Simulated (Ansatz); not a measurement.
MgO (P6₃/mmc, No. 194, 4 atoms in the cell; start mp-1065577; a measured phase of this formula has another space group), treated with dielectric-dependent PBEsol hybrid in Ansatz (plane waves, PAW).

Numerical settings: plane-wave cutoff 460 eV, 9×9×6 k mesh (along the axes of the cell as run), Fermi–Dirac smearing 0.01 eV, scalar-relativistic PAW data made under PBE.

Cell (relaxed with PBEsol):

```
CELL_PARAMETERS angstrom
      3.49418     0.00000     0.00000
     -1.74709     3.02605     0.00000
      0.00000     0.00000     4.19457
ATOMIC_POSITIONS crystal
  Mg 0.66667 0.33333 0.75000
  Mg 0.33333 0.66667 0.25000
  O  0.66667 0.33333 0.25000
  O  0.33333 0.66667 0.75000
```

**Question.** What does this level give for the band gap?

**Answer.** 
- band gap: 6.35 eV (on the SCF k mesh)

Note: cell and atoms aren't relaxed at this level (pressure -4.6 GPa).

Computed values are for the static lattice.

A start named mp-… is a Materials Project structure, which need not be a measured phase.

Ansatz is a program for electronic structure.
